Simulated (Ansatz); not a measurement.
Model glasses of amorphous Al2O3, 71 to 79 atoms (Al28O42 before any change). Each row is one cell at a composition chosen by hand, melted whole on the CHGNet potential with the anions pushed apart under 1.9 Å, quenched within some picoseconds, far faster than a real film, and relaxed with PBE, scalar-relativistic without spin-orbit coupling (plane waves to 420 eV, PAW; Ansatz, a quantum-chemistry and plane-wave program). Each is the lower in DFT energy of 2 quenches. Cycles of charging and discharging were tried on the cells ahead of these points, and a cell that came back lower was taken. The column on the box says what of it was relaxed with the atoms; held means as the quench left it. Cells that kept moments or hold spare charge are left out, and those that charging annealed. So are cells far out in the fitted variable, so that no row sets the line alone.

From the neutral cell one electron is taken away, or one added, and the atoms relax (PBE, the zone centre alone, moment held at 1 μB, uniform background; no image-charge correction, which leaves W too low where the charge is localised). W = E(+1) + E(−1) − 2 E(0) is the cost of moving an electron from one such cell to another; the spacing parts the highest filled and lowest empty level of the neutral cell, which ran without spin polarisation.

Formal charges balance in every cell (each cation at its usual highest valence, Cu and Ag at +1, Sb at +3, H at +1, O at −2, N at −3, F and Cl at −1). R− and R+ are the energies that the atoms' relaxation gave back after the electron was added or removed.

| cell | change | box | spacing (eV) | R− (eV) | R+ (eV) | spacing − R− − R+ (eV) | W (eV) |
|---|---|---|---|---|---|---|---|
| Al28O45B2 | +2 B, +3 O | held | 3.25 | 0.19 | 0.28 | 2.78 | 3.10 |
| Al28O44Hf | +1 Hf, +2 O | held | 3.24 | 0.04 | 0.38 | 2.82 | 3.10 |
| Al28O43Zn | +1 O, +1 Zn | held | 3.28 | 0.07 | 0.38 | 2.83 | 3.10 |
| Al28O45Ga2 | +2 Ga, +3 O | held | 3.23 | 0.04 | 0.18 | 3.01 | 3.18 |
| Al28O41F2 | +2 F, −1 O | held | 3.39 | 0.02 | 0.30 | 3.07 | 3.27 |
| Al28O45H6 | +6 H, +3 O | volume | 3.44 | 0.04 | 0.18 | 3.22 | 3.29 |
| Al28O44Si | +2 O, +1 Si | held | 3.53 | 0.02 | 0.22 | 3.29 | withheld |
| Al28O45Y2 | +3 O, +2 Y | held | 3.70 | 0.02 | 0.12 | 3.56 | 3.67 |

### Question
Fit a straight line of the last column on the one before it through the 7 full rows, and predict the withheld value for Al28O44Si.

### Answer
Means: x = 3.041, y = 3.244. Slope = Σ(Δx Δy) / Σ(Δx²) = 0.3319 / 0.4647 = 0.714; intercept = 3.244 − (0.714) × 3.041 = 1.073 eV; r.m.s. residual 0.044 eV. Prediction: 1.073 + (0.714) × 3.29 = 3.42 eV. The run gave 3.38 eV, a miss of 0.04 eV, within the residual.

### Question
What would a slope of 1 with no intercept mean?

### Answer
That adding and removing an electron at fixed atoms costs just the level spacing, as it does for levels spread over a large cell, so that W follows by bookkeeping. The fit has 0.714 and 1.073 eV; a departure holds the carrier's repulsion on its site, which raises W, and the uncorrected background, which lowers it.
